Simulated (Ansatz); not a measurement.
The starting structures come from a database of crystals and need not be the phases stable at ambient conditions.

 Where the default PAW files enter, the runs use the earlier of Ansatz's two default sets.

Here is the system:

```
RuAs2
1.0
    3.00115     0.00000     0.00000
    0.00000     6.20595     0.00000
    0.00000     0.00000     5.43556
As Ru
4 2
Direct
  0.50000   0.86635   0.32922
  0.50000   0.13365   0.67078
  0.00000   0.63365   0.82922
  0.00000   0.36635   0.17078
  0.50000   0.50000   0.50000
  0.00000   0.00000   0.00000
```

Space group of this cell: Pnnm. The cell is taken as given.

Transport runs along the normal of the first two printed cell vectors.

No gap correction and no spin-orbit coupling; mid-gap values are interpolated between computed energies.

Problem. Compute, with r2SCAN in Ansatz (a program for electronic structure), the band gap and the smallest decay constant κ at mid-gap.

Solution. Gap 0.72 eV on a 10×6×6 mesh; κ = 0.126 1/Å, at (0.500, 0.500) of the in-plane reciprocal vectors. At the zone centre, at the nearest computed energy, the slowest state has κ = 0.24 1/Å.
